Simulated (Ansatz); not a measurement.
Abridged Ansatz (a quantum-chemistry and plane-wave program) output:

```
Relaxation: its limit of steps is 60 (relax.max_steps)
Pseudopotential: Bi, paw, valence charge 15
Pseudopotential: V, paw, valence charge 13
Pseudopotential: O, paw, valence charge 6
Crystal: 12 atoms, lattice volume = 157.185 Å³
Basis set: ecut = 420 eV, 3091 PW (Γ), exchange–correlation on 96×96×96 points (8 copies of the dense FFT grid, shifted against one another)
Bands: 64, of which v1, the nominal top of the filled ones, is band 52 counted from 1 (51 counted from 0)
Symmetry: 8 space group operations
k-points: 52 of 343
Functional: x = pbe(κ = 0.804, μ = 0.2195149727645171), c = pbe(β = 0.06672455060314922)
SCF iter   1: F=—  HF=-35169.433751 eV  |F-HF|=—  |Δ(HF+E_count)|=         —  Δρ=7.92e-2  dr2=1.77e1  ethr=3.10e-3  ⟨swp⟩=6.0  Hψ=11434  notcnv=0  defer=18
SCF iter   2: F=—  HF=-35167.189055 eV  |F-HF|=—  |Δ(HF+E_count)|=    2.24e0  Δρ=4.21e-2  dr2=4.81e0  ethr=3.10e-3  ⟨swp⟩=2.2  Hψ=5580  notcnv=0  defer=110
SCF 1 converged in 9 iterations: F = -35166.569864 eV  dr2 = 6.67e-9
relax step   1: F+E_penalty+E_count = -35166.56986409 eV  Δ(F+E_penalty+E_count) = +0.000e0 eV  max|allowed force component| = 1.277e-4 eV/Å  Δτ_max = 0.0000 Å  P = +0.001 GPa  Ω = 157.185 Å³  (9 SCF iters, dr2 threshold 1.00e-7 eV, accepted)
[... steps on the carried basis left out ...]
relax step   9: F+E_penalty+E_count = -35166.56672718 eV  Δ(F+E_penalty+E_count) = +7.877e-5 eV  max|allowed force component| = 6.075e-5 eV/Å  Δτ_max = 0.0000 Å  P = +0.898 GPa  Ω = 156.057 Å³  stress off target by 1.66e-3 GPa  SCF on the basis re-selected at this cell (its energy is not comparable with the rows above)  (6 SCF iters)
SCF converged after 6 iterations
Free energy (F): -35166.566727 eV
Internal energy: -35166.566727 eV  (E = F + TS)
E sigma→0 (E₀):  -35166.566727 eV
Fermi energy:    9.515739 eV
--- Forces (eV/Å), atoms counted from 1 ---
  atom   1  Bi    -0.00000000     0.00000000    -0.00000000
  atom   2  Bi     0.00000000     0.00000000     0.00000000
[...]
  atom  11  O     -0.00002630     0.00006075     0.00002873
  atom  12  O      0.00002630    -0.00006075     0.00002873
--- Stress (GPa, compression-positive) ---
        0.898337      -0.000000       0.000000
        0.000000       0.898337      -0.000000
        0.000000      -0.000000       0.898696
  P = ⅓ Tr σ = 0.8985 GPa (8.985 kbar)
--- Relaxed structure (7 steps of the walk, 5 accepted, 2 SCFs on fresh bases) ---
  cell:  # Å, volume = 156.0575 Å³
    - [-2.578044787582921, 2.578044787582921, 5.870074659434121]
    - [2.578044787582921, -2.578044787582921, 5.870074659434121]
    - [2.578044787582921, 2.578044787582921, -5.870074659434121]
  atoms:
    - { symbol: Bi, position: [0.7500000000000002, 0.25, 0.5000000000000001] }
    - { symbol: Bi, position: [-4.703029208085126e-21, -6.39730247359637e-21, -8.799290185397076e-21] }
    - { symbol: V, position: [0.25, 0.7500000000000002, 0.5000000000000001] }
    - { symbol: V, position: [0.5000000000000001, 0.5000000000000001, -8.799290185397043e-21] }
    - { symbol: O, position: [0.07915225918871288, 0.9670916101607365, 0.38953252353363055] }
    - { symbol: O, position: [0.5775590866271059, 0.6896197356550822, 0.6104674764663693] }
    - { symbol: O, position: [0.7170916101607366, 0.827559086627106, 0.3879393509720237] }
    - { symbol: O, position: [0.4396197356550821, 0.32915225918871277, 0.6120606490279762] }
    - { symbol: O, position: [0.6708477408112872, 0.2829083898392635, 0.11046747646636937] }
    - { symbol: O, position: [0.17244091337289405, 0.5603802643449177, 0.8895325235336304] }
    - { symbol: O, position: [0.032908389839263474, 0.42244091337289397, 0.11206064902797624] }
    - { symbol: O, position: [0.31038026434491783, 0.9208477408112872, 0.8879393509720237] }
```

What was computed, and what are the main results?

VBiO4, 12 atoms in the cell, with PBE in Ansatz (plane waves to 420 eV, PAW, without spin-orbit coupling), earlier PAW set, from a series relaxed to a target (pressure 0.9 GPa). The last SCF converged to F = -35166.566727 eV, or -2930.5472 eV per atom, at a pressure of 0.90 GPa. The total energy compares only with runs of the same code, potentials and settings.

With Bi present, leaving out spin-orbit coupling can change the band edges. Load acts through the strain it causes; cell and atoms are relaxed under it. No phonon test of stability was made. All final runs are without spin polarisation. The cell was made from VBiO$_{4}$ (space group I4_1/a, No. 88) by this change: pressure 0.9 GPa.

Keys are those of Ansatz 0.2.
